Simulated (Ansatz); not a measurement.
The parent structure is SiS2 (space group Ibam, No. 72; a = 6.387 Å, b = 11.126 Å, c = 5.592 Å; made of chains). Axes: x, y, z lie along a, b, c of the conventional cell.

Level of theory: Ansatz (a first-principles code), PBE, PAW, cutoff 420 eV, scalar-relativistic without spin-orbit coupling, earlier PAW set.

For the base:

```
Item                            Result
-----------------------------  -------
Shortest interatomic distance  2.149 Å
```

Modification: compressive biaxial strain of 0.55 % in the plane normal to [001], as in epitaxy on a mismatched substrate; the out-of-plane cell vector and the atoms relax.

### Question
Predict the new out-of-plane strain, shortest interatomic distance and in-plane stress.

### Answer
The out-of-plane strain comes out as +0.01 %; the shortest interatomic distance remains 2.149 Å; the mean in-plane stress (compression positive) is 0.0 GPa.

A biaxial case was relaxed in a doubled cell and then solved in the primitive one. Whether these cells are dynamically stable was not tested. No dispersion term is included, though the crystal is made of layers, chains or molecules, so its spacings can come out too wide.
